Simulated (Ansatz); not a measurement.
Data:

```xyz
1
Lattice="0.0000 1.9890 2.0853 1.9890 0.0000 2.0853 1.9890 1.9890 0.0000" Properties=species:S:1:pos:R:3 pbc="T T T"
Ag     0.0000     0.0000     0.0000
```

Computed with PBEsol, rigid bands (plane waves, PAW, scalar-relativistic; Ansatz, a first-principles code). Condition of this run: biaxial stress xx = yy = 2 GPa (compression positive) (the target of the relaxation). Geometry: cell and atoms relaxed with PBEsol, then loaded as said.

Problem. For narrow interconnects the product ρ₀λ of bulk resistivity and mean free path ranks metals, the lower the better. What is it here?

Solution. 8.3 ×10⁻¹⁶ Ω·m².

Problem. And the Drude plasma energy and the root-mean-square Fermi velocity at 300 K?

Solution. 9.2 eV; 1.4e6 m/s.

A metal at this level (no band gap); rigid bands, thermally averaged at 300 K, both spins. Spin-orbit coupling is left out. τ is one relaxation time for all states; the product of resistivity and mean free path takes one path for all states instead.
